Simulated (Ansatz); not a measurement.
## Pt on the 1x1 (111) surface of fcc Au (the real clean face reconstructs), one in a 2x2 cell, started at the site 'hollow Au-Au-Au over Au at depth 2.4 Å'

Computed with PBE (plane waves to 420 eV, PAW; Ansatz, an electronic-structure program).

Set-up: 17 atoms, 7.2 Å thick at the start under the adsorbate (thin: gaps and levels are the slab's own); mesh 6x6x1; 0.1 eV smearing; dipole correction on; 8 atoms held, the rest relaxed; start symmetry kept, larger cells not searched; spin-polarised, no spin-orbit, no U, no dispersion correction. The starting moment vanished. At the end it is bonded to 3 Au. In PBE it is, or lies within 0.03 eV of, the lowest of the starts that converged.

```
Property                                                                                                                   Value
--------------------------------------------------------------------------------------  ----------------------------------------
adsorption energy against an atom of fcc Pt                                                                        44.6 kcal/mol
work function of the top face                                                                                            4.75 eV
change of the work function                                                                                             -0.38 eV
change of the step from the bottom to the top vacuum level, against the clean slab                                      -0.38 eV
energy released by relaxation                                                                                            0.26 eV
height of the binding atom over the mean of the host atoms within 0.3 Å of the top one                                   1.961 Å
magnetic moment of the cell                                                                                              0.00 μB
nearest host atoms of the binding atom                                                  Au at 2.63 Å, Au at 2.63 Å, Au at 2.63 Å
largest move of a host atom                                                                                               0.05 Å
cost                                                                                      about 10 core-minutes (a rough figure)
```

A negative adsorption energy means that the adsorbate is more stable on the surface than in its reference.
